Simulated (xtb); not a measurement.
xtb 6.7.1, GFN2-xTB: methylammonium (C[NH3+]), charge +1, multiplicity 1, 8 atoms. The geometry is a generated start, not checked to be a minimum at this level.

| Property | Value |
|---|---|
| run flags | --grad |
| method | GFN2-xTB |
| --acc | 1 (default) |
| --etemp (K) | 300 (default) |
| basis functions | 14 |
| valence electrons | 14 |

```xyz
8

C     -0.7300     0.1021    -0.0177
N      0.7394    -0.1034     0.0181
H     -1.1822    -0.5567    -0.7557
H     -0.9570     1.1328    -0.2815
H     -1.1615    -0.1141     0.9577
H      0.9645    -1.0762     0.2690
H      1.1741     0.5187     0.7130
H      1.1528     0.0968    -0.9028
```

Charge 1 and multiplicity 1 are set for this test and not shown to be the ground state.

One run each on 1 thread. Values of broydamp tried: 0.02, 0.05, 0.1, 0.2, 0.4 (default), 0.6, 0.8, 1.

Task: Predict the course of the SCC iterations along this series.

Result: Fewest SCC iterations, within one of each other: 0.4 (default) with 9, 0.6 with 9, 0.8 with 8, 1 with 9. The count rises to 13 at 0.02. All converge to one solution.

```
broydamp       SCC iterations            end
-------------  --------------  -------------
0.02                       13  same solution
0.05                       12  same solution
0.1                        11  same solution
0.2                        10  same solution
0.4 (default)               9  same solution
0.6                         9  same solution
0.8                         8  same solution
1                           9  same solution
```
